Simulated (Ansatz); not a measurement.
fluorite-type CoSi2 (1 1 1) on wurtzite GaN (0 0 1) (film strained to the substrate, started from cuts of the bulks and a machine-learned relaxation)

A periodic stack without vacuum, fluorite-type CoSi2 (1 1 1) on wurtzite GaN (0 0 1) (film strained to the substrate, started from cuts of the bulks and a machine-learned relaxation): substrate slab Ga24N24, film Co9Si18, surface cells [[0, -2], [2, 0]] and [[-2, 1], [-1, -1]], film strained by -1.9 and -1.9 %, outermost planes N/Ga and Si/Si as cut, which need not be the usual terminations and can put a slab off its formula.

The start was prepared with a machine-learned potential, and the result is one local minimum, with the in-plane cell held and forces under 0.04 eV/Å; the film can end far from its bulk form.

Calculation: PBE (plane waves to 420 eV, PAW; Ansatz, a quantum-chemistry and plane-wave program). No spin–orbit coupling; the runs are not spin-polarised; PBE gaps are too small against experiment. Its k-point mesh 5×5×1, Fermi–Dirac width 0.05 eV.

* **interface area**: 35.9 Å²
* **period**: 25.51 Å
* **gaps between the outermost planes at the two interfaces**: 2.15 and 1.75 Å
* **Ga–Si contacts across the interfaces within 1.22 times the sum of covalent radii**: 6, mean 2.74 Å
* **N–Si contacts across the interfaces within 1.22 times the sum of covalent radii**: 3, mean 1.86 Å
* **Co–Ga contacts across the interfaces within 1.22 times the sum of covalent radii**: 3, mean 2.91 Å
* **Co–N contacts across the interfaces within 1.22 times the sum of covalent radii**: 1, mean 2.04 Å
* **estimate of the barrier**: withheld, since the two interfaces are unlike
* **slope of the mean potential energy in the substrate**: +4.2 MV/cm × e

```xyz
75
Lattice="6.4369 -0.0002 -0.0160 3.2184 5.5741 -0.0806 0.0701 2.2203 25.4813" Properties=species:S:1:pos:R:3 pbc="T T T"
Ga     3.2052     1.6267     1.4819
Ga     6.5499     1.6417     1.4954
Ga     4.7632     4.2972     1.4648
Ga     7.9564     4.5161     1.4541
Ga     1.6173     0.7093     4.1439
Ga     4.8333     0.7562     4.1353
Ga     3.1837     3.5185     4.1039
Ga     6.4293     3.5198     4.0881
N      3.2100     1.6529     3.4584
N      6.4665     1.6479     3.4636
N      4.7950     4.4093     3.4312
N      8.0223     4.4752     3.4223
N      1.6771     0.5533     0.8355
N      4.8890     0.8286     0.8238
N      3.0437     3.4720     0.7939
N      6.4214     3.4767     0.8402
Ga     3.2197     1.6963     6.7534
Ga     6.4435     1.6965     6.7376
Ga     4.8234     4.4780     6.7101
Ga     8.0409     4.4871     6.7019
Ga     4.8350     6.3814     9.3073
Ga     8.0601     6.3731     9.2994
Ga     3.2231     3.5891     9.3544
Ga     6.4371     3.5848     9.3396
N      3.2283     1.7222     8.7190
N      6.4443     1.7218     8.7013
N      4.8289     4.5109     8.6768
N      8.0472     4.5067     8.6687
N      1.6143     0.7510     6.1091
N      4.8297     0.7660     6.1009
N      3.2063     3.5444     6.0696
N      6.4335     3.5460     6.0564
Ga     3.2565     1.7550    11.9902
Ga     6.4507     1.7655    12.0103
Ga     4.8388     4.5785    11.9497
Ga     8.0371     4.5375    11.9436
Ga     4.9195     6.5197    14.6408
Ga     8.0966     6.3495    14.6421
Ga     3.2383     3.6576    14.5150
Ga     6.3593     3.6835    14.6803
N      3.3124     1.7732    13.9473
N      6.4562     1.7915    14.0010
N      4.8274     4.6516    13.9063
N      8.0103     4.5247    13.9016
N      4.8432     6.4218    11.2723
N      8.0741     6.3892    11.2646
N      3.2294     3.6158    11.3225
N      6.4295     3.6072    11.3047
Co     5.4585     3.7005    17.4388
Co     2.1402     1.8170    17.4788
Co     8.6030     5.6310    17.4044
Co     4.3056     1.8619    20.6417
Co     4.3835     5.6087    20.5924
Co     1.0986     3.8062    20.6248
Co     6.4866     5.6705    24.2829
Co     3.2670     3.8016    23.5038
Co     3.2664     7.5171    23.4762
Si     6.4698     5.5675    16.8066
Si     3.2537     3.7082    16.8708
Si     6.4732     1.8502    16.8791
Si     4.2976     1.8905    18.3231
Si     4.3275     5.5455    18.2754
Si     7.5831     3.7463    18.2914
Si     5.4049     3.7187    19.7778
Si     2.1635     1.9059    19.8121
Si     8.6502     5.6189    19.7442
Si     6.4820     5.6300    21.4739
Si     3.2641     3.7667    21.2986
Si     3.2653     7.4843    21.2593
Si     7.4964     7.3985    22.9426
Si     4.4659     5.6570    22.9724
Si     1.0531     3.9017    23.0049
Si     5.2403     3.5650    24.5431
Si     5.2854     7.8072    24.4881
Si     2.4998     5.6466    24.5229
```
